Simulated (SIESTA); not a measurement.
Input and output of a self-consistent single point for Os (P-1, 2 atoms in the cell) (SIESTA).

Method of the run: GGA PBE, numerical atomic orbitals TZP, PseudoDojo PBE standard norm-conserving potentials (rewritten from UPF to PSML) (SIESTA).

The change in words: lattice scaled by 0.98. Reference geometry:
```xyz
2
Lattice="2.7461 0.0000 0.0000 -1.3731 2.3782 0.0000 0.0000 0.0000 4.3263" Properties=species:S:1:pos:R:3 pbc="T T T"
Os    -0.0062     1.5703     1.0963
Os     1.3792     0.8079     3.2300
```

Reference input (self-consistent single point, DFT, GGA PBE, numerical atomic orbitals TZP, PseudoDojo PBE standard norm-conserving potentials (rewritten from UPF to PSML)): XC.functional = GGA; XC.authors = PBE; potentials = PseudoDojo PBE standard; PAO.BasisSize = TZP; PAO.EnergyShift = 0.01 Ry; MeshCutoff = 350 Ry; kgrid.MonkhorstPack = 9 9 5; OccupationFunction = FD; ElectronicTemperature = 1160.45 K; MaxSCFIterations = 150; SCF.Mixer.Method = Broyden; SCF.Mixer.Weight = 0.25. This run's input differs from it in these lines:

```diff
@@ -9,7 +9,7 @@
 %endblock ChemicalSpeciesLabel
-LatticeConstant              2.746130 Ang
+LatticeConstant              2.691207 Ang
 %block LatticeVectors
      1.000000000    0.000000000    0.000000000
-    -0.500000000    0.866025279    0.000000000
-     0.000000000    0.000000000    1.575420683
+    -0.500000186    0.866025542    0.000000000
+     0.000000000    0.000000000    1.575420991
 %endblock LatticeVectors
@@ -17,4 +17,4 @@
 %block AtomicCoordinatesAndAtomicSpecies
-    -0.006177419    1.570306429    1.096317238  1
-     1.379242419    0.807911571    3.229992762  1
+    -0.006054200    1.538900538    1.074390944  1
+     1.351657200    0.791753462    3.165393056  1
 %endblock AtomicCoordinatesAndAtomicSpecies
```

Log, with long lists cut:

```
        iscf     Eharris(eV)        E_KS(eV)     FreeEng(eV)     dDmax    Ef(eV) dHmax(eV)
   scf:    1    -5488.991220    -5503.671662    -5503.692552  1.625863 -1.204019  5.466241
   scf:    2    -5505.478655    -5504.631006    -5504.655933  0.217319 -1.757451  3.133801
   scf:    3    -5505.343618    -5505.097770    -5505.130407  0.237945 -2.456056  0.058167
   scf:    4    -5505.098766    -5505.098428    -5505.131097  0.006583 -2.435227  0.038141
   scf:    5    -5505.098472    -5505.098455    -5505.131141  0.002149 -2.442306  0.011013
   [... 2 lines left out ...]
   scf:    8    -5505.098455    -5505.098456    -5505.131167  0.000144 -2.446396  0.002285
   scf:    9    -5505.098457    -5505.098456    -5505.131167  0.000071 -2.446640  0.001691
   scf:   10    -5505.098456    -5505.098456    -5505.131167  0.000141 -2.447148  0.000202
   scf:   11    -5505.098457    -5505.098457    -5505.131167  0.000012 -2.447190  0.000135
SCF Convergence by DM+H criterion
max |DM_out - DM_in|         :     0.0000116877
max |H_out - H_in|      (eV) :     0.0001354220
SCF cycle converged after 11 iterations

Using DM_out to compute the final energy and forces

siesta: E_KS(eV) =            -5505.0985

siesta: E_KS - E_eggbox =     -5505.0985

siesta: Atomic forces (eV/Ang):
     1    0.148773    0.364553   -0.842007
     2   -0.148773   -0.364553    0.842007
   Tot    0.000000   -0.000000   -0.000000
   Max    0.842007
   Res    0.536659    sqrt( Sum f_i^2 / 3N )
   Max    0.842007    constrained

Stress tensor Voigt[x,y,z,yz,xz,xy] (kbar):     -305.45     -283.69     -382.49        0.34        1.06       -4.18
(Free)E + p*V (eV/cell)    -5499.7555
Target enthalpy (eV/cell)    -5505.1312

siesta: Program's energy decomposition (eV):
siesta: FreeEng =     -5505.131167

   [... lines left out ...]
siesta:    -0.190647   -0.002608    0.000664
siesta:    -0.002608   -0.177063    0.000214
siesta:     0.000664    0.000214   -0.238729

siesta: Cell volume =         26.593080 Ang**3

siesta: Pressure (static):
siesta:                Solid            Molecule  Units
siesta:           0.00220165          0.00195168  Ry/Bohr**3
siesta:           0.20214623          0.17919513  eV/Ang**3
siesta:         323.87396943        287.10225120  kBar
```

The run converged in 11 iterations. Against the reference run the free energy rises by 83.0 meV/atom, the pressure goes from 1.57 to 32.39 GPa and the largest force goes from 0.729 to 0.930 eV/Å.

The starting cell comes from a database of computed structures (which also holds hypothetical and non-ambient phases and stackings), without a prior relaxation at this level. Its atoms were displaced at random from the sites of space group no. 194. For this run, on top of that: lattice scaled by 0.98. Spin polarisation is off. Values carry the incompleteness of an atom-centred basis. With a pressure of about 32 GPa the cell is away from its equilibrium volume at this level.

Cost on one core of a shared machine: roughly 30 s.
